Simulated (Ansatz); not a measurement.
Terminations of the (100) surface of rock-salt TiN, measured from the surface 'a layer of Ag, one atom over each N'. Atoms come from or go to: Ag: fcc Ag, Al: fcc Al, B: alpha boron, C: graphite, Co: hcp Co, ferromagnetic, Cr: bcc Cr, antiferromagnetic, Mo: bcc Mo, N: ½ N2(g), O: ½ O2(g), Pt: fcc Pt, Ru: hcp Ru, Ta: bcc Ta, Ti: hcp Ti, W: bcc W. ΔE is the energy of forming the row's surface from that one (negative: more stable at these reservoirs); the vacuum level's shift is aligned on the shared bottom. No zero-point or thermal terms. These are constructed structures in small cells; real faces may alloy, dewet or reconstruct in larger ones, and not all known structures of the face are among them. Slabs of about 13 Å, Fermi-Dirac smearing of 0.1 eV. Bottom of the slabs: a bare face, its two planes held. Relaxed from the named starts with such symmetry as they have, on meshes of like density; energies extrapolated to zero smearing; spin only where a row says so; no spin-orbit coupling, no U. Brackets mark spin-polarised runs, whose order is one that fits the cell. A dash marks a value that is undefined for that row (no clear gap, or no work function of a gapped slab) or was not read reliably on its mesh.

Computed with PBE (plane waves to 420 eV, PAW; Ansatz, a program for electronic structure).

| surface | atoms added per 1x1 | ΔE per 1x1 (eV) | shift of the vacuum level (eV) | work function (eV) |
|---|---|---|---|---|
| a layer of Ta, one atom over each Ti | -1 Ag, +1 Ta | 2.81 | -0.56 | 4.22 |
| Cr on all Ti sites of the top plane [spin, 2.6 μB a cell] | -1 Ag, +1 Cr, -1 Ti | 2.32 | -0.93 | 3.86 |
| Ru on all Ti sites of the second plane | -1 Ag, +1 Ru, -1 Ti | [?] | -1.50 | 3.38 |
| a layer of Pt, one atom over each Ti | -1 Ag, +1 Pt | 0.21 | -0.10 | 4.65 |
| Al on all Ti sites of the top plane | -1 Ag, +1 Al, -1 Ti | 1.00 | -1.39 | 3.34 |
| top plane replaced by MoO | -1 Ag, +1 Mo, -1 N, +1 O, -1 Ti | 1.09 | -1.33 | 3.49 |
| a layer of Co, one atom over each Ti [spin, 0.8 μB a cell] | -1 Ag, +1 Co | [?] | -0.52 | 4.22 |
| C on all N sites of the second plane | -1 Ag, +1 C, -1 N | [?] | -1.75 | 3.00 |
| B on all N sites of the second plane | -1 Ag, +1 B, -1 N | [?] | -1.50 | 3.25 |
| a layer of W, one atom over each N | -1 Ag, +1 W | 1.49 | -0.07 | 4.68 |
| Ru on half the Ti sites of the top plane, c(2x2) | -1 Ag, +0.5 Ru, -0.5 Ti | [?] | -0.94 | 3.88 |
| Ru on all Ti sites of the top plane | -1 Ag, +1 Ru, -1 Ti | 4.43 | -0.37 | 4.47 |

**Question.** Some entries are withheld; supply them.

**Answer.** 
- Ru on all Ti sites of the second plane, ΔE per 1x1 (eV): 3.91
- a layer of Co, one atom over each Ti [spin, 0.8 μB a cell], ΔE per 1x1 (eV): 2.01
- C on all N sites of the second plane, ΔE per 1x1 (eV): 0.94
- B on all N sites of the second plane, ΔE per 1x1 (eV): 1.84
- Ru on half the Ti sites of the top plane, c(2x2), ΔE per 1x1 (eV): 1.86
